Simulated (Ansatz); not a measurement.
Given:

```
MoSi2
1.0
   -1.62694     1.59504     3.91100
    1.62694    -1.59504     3.91100
    1.62694     1.59504    -3.91100
Si Mo
2 1
Direct
  0.66473   0.66473   0.00000
  0.33527   0.33527   0.00000
  0.00000   0.00000   0.00000
```

No spin polarisation.

The values are results of plane-wave PAW DFT at the PBEsol level (Ansatz, a quantum-chemistry and plane-wave program, 420 eV), scalar-relativistic without spin-orbit coupling, not measurements. Settings: 25×25×25 k-points, 0.1 eV Fermi–Dirac smearing.

Q: Predict the pressure (mean of the normal stresses, compression positive).

A: -4.0 GPa.

Q: What is the computed space group?

A: Immm (No. 71).

The cells carry an imposed strain or load. Stability against distortions was not tested. The final runs are not spin-polarised. The cell was made from MoSi2 (space group I4/mmm, No. 139) by this change: uniaxial strain ε_xx = +2.00 %.
